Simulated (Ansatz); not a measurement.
Input:

```
WSi2
1.0
   -1.57671     1.59264     3.88656
    1.57671    -1.59264     3.88656
    1.57671     1.59264    -3.88656
Si W
2 1
Direct
  0.66551   0.66551   0.00000
  0.33449   0.33449   0.00000
  0.00000   0.00000   0.00000
```

No spin polarisation.

Computed with LDA in Ansatz (plane waves to 420 eV, PAW, no spin-orbit coupling). k-mesh 25×25×25 (Γ-centred); smearing 0.1 eV (Fermi–Dirac).

Predict the band gap, stress and space group.

The band gap is zero and the stress (xx, yy, zz, yz, xz, xy; compression positive) comes out as (4.6, 1.4, 1.1, 0.0, 0.0, 0.0) GPa. The space group comes out as Immm (No. 71).

The cells carry an imposed strain or load. No phonon test of stability was made. All final runs are without spin polarisation. The cell was made from WSi2 (space group I4/mmm, No. 139) by this change: uniaxial strain ε_xx = −1.00 %.

Ansatz is a first-principles code.
